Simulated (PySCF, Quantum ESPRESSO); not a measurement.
A Quantum ESPRESSO input for a self-consistent single point of Se (P3_121, 3 atoms in the cell) (DFT, PBE, plane waves, PSlibrary ultrasoft (PBE) pseudopotentials):

```fortran
&control
  calculation = 'scf',
  prefix = 'Se',
  outdir = './tmp',
  pseudo_dir = './',
  verbosity = 'high',
  tprnfor = .true.,
  tstress = .true.,
/
&system
  ibrav = 0,
  nat = 3,
  ntyp = 1,
  ecutwfc = 30,
  ecutrho = 180,
  occupations = 'smearing',
  smearing = 'fd',
  degauss = 0.00147,
/
&electrons
  conv_thr = 1.0d-10,
/
ATOMIC_SPECIES
Se    78.9710  Se.pbe-n-rrkjus_psl.1.0.0.UPF
CELL_PARAMETERS angstrom
   4.488152203     0.000000000     0.000000000
  -2.244076102     3.886853824     0.000000000
   0.000000000     0.000000000     4.960378000
ATOMIC_POSITIONS crystal
Se    0.217890000    0.000000000    0.333333333
Se    0.000000000    0.217890000    0.666666667
Se    0.782110000    0.782110000    0.000000000
K_POINTS automatic
5 5 4  0 0 0
```

**Question.** Translate this input to PySCF.

**Answer.** This is the input that was run; spellings and numerical settings could be chosen otherwise.

```python
import numpy as np
from pyscf.pbc import gto, scf, dft

cell = gto.Cell()
cell.a = np.array([[8.48137809, 0, 0],
              [-4.24068904, 7.34508955, 0],
              [0, 0, 9.37375589]])
cell.atom = [
    ('Se', (1.84800747, 0, 3.12458217)),
    ('Se', (-0.92400374, 1.60042156, 6.24917372)),
    ('Se', (3.31668531, 5.74466799, 0)),
]
cell.unit = 'Bohr'
cell.basis = 'gth-dzvp-molopt-sr'
cell.pseudo = 'gth-pbe'
cell.ke_cutoff = 50
cell.precision = 1e-07
cell.max_memory = 2000
cell.verbose = 4
cell.build()

kpts = cell.make_kpts([5, 5, 4])
kdft = dft.KRKS(cell, kpts).multigrid_numint()
kdft.xc = 'pbe,pbe'
kdft.conv_tol = 1e-07
kdft.max_cycle = 80
kdft.diis_start_cycle = 3
kdft.damp = 0.5
kdft = scf.addons.smearing_(kdft, sigma=0.000734986, method='fermi')
kdft.kernel()

res = dict(e_tot=kdft.e_tot, converged=kdft.converged, nao=cell.nao, mesh=cell.mesh, nelectron=cell.nelectron)
res.update(e_free=kdft.e_free, e_zero=kdft.e_zero)
np.savez('results.npz', **res)
eps, occ = np.array(kdft.mo_energy), np.array(kdft.mo_occ)
nk = len(kdft.kpts)
res.update(mo_energy=eps, mo_occ=occ)
print('electrons per cell = %.6f' % (occ.sum() / nk))
full = 1.0
print('highest filled level = %.6f Ha, lowest empty level = %.6f Ha' % (eps[occ > full].max(), eps[occ <= full].min()))
np.savez('results.npz', **res)
```

Basis settings and potentials, where a program has them, do not carry over. This input uses DFT PBE, Gaussian basis gth-dzvp-molopt-sr, GTH pseudopotentials gth-pbe, FFT density fitting with multigrid.

The starting cell comes from a database of computed structures (which also holds hypothetical and non-ambient phases and stackings), without a prior relaxation at this level. Its lattice was rescaled by a random factor within 2.5 % of one.
